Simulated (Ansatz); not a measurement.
Input:

```
SnSe2
1.0
    3.96854     0.00000     0.00000
    1.98427     3.43686     0.00000
    0.00000     0.00000     5.98156
Sn Se
1 2
Direct
  0.00000   0.00000   0.00000
  0.33333   0.33333   0.25559
  0.66667   0.66667   0.74441
```

No spin polarisation.

Level of theory: r2SCAN+rVV10, PAW, 500 eV (Ansatz, an electronic-structure program; without spin-orbit coupling). Γ-centred 10×10×6 mesh, Fermi–Dirac width 0.05 eV.

### Question
What is the computed electron mass?

### Answer
0.072 mₑ out of plane, 0.100 mₑ in plane (at Γ).

### Question
What band gap does the calculation give?

### Answer
0.51 eV.

The cells carry an imposed strain or load. Masses are band curvatures over ±0.01 Å⁻¹ around the edge. Whether these cells are dynamically stable was not tested. The cell was made from SnSe$_{2}$ in the CdI2 type structure (space group P-3m1, No. 164; layered, stacked along the Cartesian z axis) by this change: biaxial strain +3.73 %, plane normal [001], relaxed out of plane.
